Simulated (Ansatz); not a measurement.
**A computed series for YN: carrier doping**

Consider YN in the rock salt structure (space group Fm-3m, No. 225; a = 4.906 Å).

Carriers are added at fixed cell with a uniform background; the Fermi–Dirac width is that of 300 K.

Computed with PBE in Ansatz (plane waves to 420 eV, PAW, scalar-relativistic without spin-orbit coupling).

Candidates:
(a) electrons 2.0×10^22 cm⁻³
(b) electrons 2.0×10^21 cm⁻³
(c) holes 2.0×10^22 cm⁻³

Base values:

| Property | Result |
|---|---|
| Gap between the host's bands | 0.21 eV |

Q: Order them by gap between the host's bands, lowest first.

A: (a) electrons 2.0×10^22 cm⁻³ (0.11 eV), (b) electrons 2.0×10^21 cm⁻³ (0.20 eV), (c) holes 2.0×10^22 cm⁻³ (0.96 eV)

Charged cell with a jellium background: band edges are those of the host's band count, energies are not comparable with the neutral cell, and many-body gap narrowing is missing. Stability against distortions was not tested. The base started in Pnma and relaxed to Fm-3m at this level. A zero or small gap of YN can be the functional's error rather than a property of the material.

Ansatz is a quantum-chemistry and plane-wave program.
